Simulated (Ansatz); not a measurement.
Consider the formation energy of V_Al in Al (fcc, Fm-3m). Reaction: 7 Al (fcc) → cell A.

Cell A: a supercell of 8 sites of Al (fcc, Fm-3m) with one empty Al site amid 12 Al; spin state with PBE: run without spin, k-point mesh 10×10×10.
```
CELL_PARAMETERS angstrom
      5.71423     0.00000     0.00000
      2.85711     4.94866     0.00000
      2.85711     1.64955     4.66565
ATOMIC_POSITIONS crystal
  Al 0.00000 0.00000 0.50000
  Al 0.00000 0.50000 0.00000
  Al 0.00000 0.50000 0.50000
  Al 0.50000 0.00000 0.00000
  Al 0.50000 0.00000 0.50000
  Al 0.50000 0.50000 0.00000
  Al 0.50000 0.50000 0.50000
```

Reference: Al (fcc, Fm-3m), 8 atoms in the cell, the relaxed perfect crystal repeated, atoms not moved again, k-point mesh 10×10×10 on the run's own vectors.

Computed with Ansatz (plane waves, PAW), its PAW set soft_1, cutoff 420 eV, 500 eV for r2SCAN. The structures are at rest with PBE, within the held lattices; other levels are single points on them. Neutral cells; Fermi-Dirac smearing of at most 0.10 eV in the solids, energies taken to zero width. The lattices are those relaxed with PBE, so at other levels the solids can be strained, which adds to the spread. A dispersion term (D3(BJ), or D4 for r2SCAN) was computed beside these levels and is taken off wherever the name lacks it. Space groups of crystals are read within 0.01 Å. Static lattices, no vibrational contributions. Cells are local rest points, mostly with their start's symmetry. No correction for cell size. The cell is small for its defects, so this is an ordered compound on the host's lattice rather than an isolated defect. Cell A has symmetry Fm-3m within 0.02 Å and got no random move, so less symmetric positions, which may lie lower, weren't tried.

Task: What value does r2SCAN give?

Result: 0.90 eV, for 7 Al (fcc) → cell A.

Task: What do the other levels give, and how wide is the spread?

Result: 
```tsv
Method	value (eV)	less r2SCAN
PBE+D3(BJ)	1.06	0.16
r2SCAN+D4	0.99	0.09
```

The levels shown span 0.16 eV, from r2SCAN (0.90) to PBE+D3(BJ) (1.06).

Ansatz is a first-principles code.
